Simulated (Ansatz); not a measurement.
**TiO2: response to strain**

Start from TiO₂ in the rutile structure (space group P4_2/mnm, No. 136; a = 4.591 Å, c = 2.939 Å).

Strains are applied to the cell and any free atomic positions relax.

Method: DFT with PBEsol, PAW potentials and a 420 eV plane-wave cutoff in Ansatz (a quantum-chemistry and plane-wave program), without spin-orbit coupling.

Notes on the quantities. pressure: mean of the normal stresses, compression positive.

| isotropic strain (%) | pressure (GPa) |
|---|---|
| -3 | 26.2 |
| -2.4 | 20.0 |
| -1.8 | 14.4 |
| -1.2 | 9.2 |
| -0.6 | ? |
| 0 | 0.0 |

Question: Fit P = P₀ − Bδ + Cδ² with δ = (1 + ε)³ − 1 to the rows shown and predict the withheld row.

Answer: Least squares on the printed values gives P₀ = 0.0 GPa, B = 228 GPa (at held cell shape), C = 821 GPa (largest residual 0.1 GPa); this predicts 4.4 GPa, and the run gives 4.4 GPa, in agreement.

Whether these cells are dynamically stable was not tested. All final runs are without spin polarisation.
